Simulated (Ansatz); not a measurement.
CdTe (F-43m) under hydrostatic pressure (compression positive): band gap by PBE with spin-orbit coupling, rigid bands (plane waves, PAW; Ansatz, a quantum-chemistry and plane-wave program). The unloaded cell, whose axes the loads refer to:

```
CELL_PARAMETERS angstrom
      0.00000     3.24465     3.24465
      3.24465     0.00000     3.24465
      3.24465     3.24465     0.00000
ATOMIC_POSITIONS crystal
  Cd 0.00000 0.00000 0.00000
  Te 0.25000 0.25000 0.25000
```

```tsv
hydrostatic pressure (compression positive) (GPa)	volume per atom (Å³)	band gap (eV)
-1.5	35.55	0.38
-1	35.05	0.42
-0.5	34.59	0.46
0	34.16	0.49
0.5	33.76	0.53
1	33.38	0.56
2	32.70	?
3	32.09	0.68
```

**Question.** Fit a straight line to band gap against the load over the rows given, and predict the row at 2 GPa.

**Answer.** The means are x̄ = 0.214 GPa and ȳ = 0.5029; Σ(x − x̄)(y − ȳ) = 0.8907 and Σ(x − x̄)² = 13.43, so the slope is 66.3 meV per GPa, and the rows given lie within 9.1 meV of the line. At 2 GPa the line gives 0.62 eV; the calculation gives 0.62 eV, 0.21 % from it.

**Question.** With all rows, what volume deformation potential dE_g/d ln V follows?

**Answer.** A line through E_g against ln V has the slope -2.9 eV, so the gap opens under compression.

 Stresses and pressures are the targets of the relaxation. Gaps are resolved to about 0.01 eV. The structure type is held at every load. Geometry: cell and atoms relaxed with PBEsol.
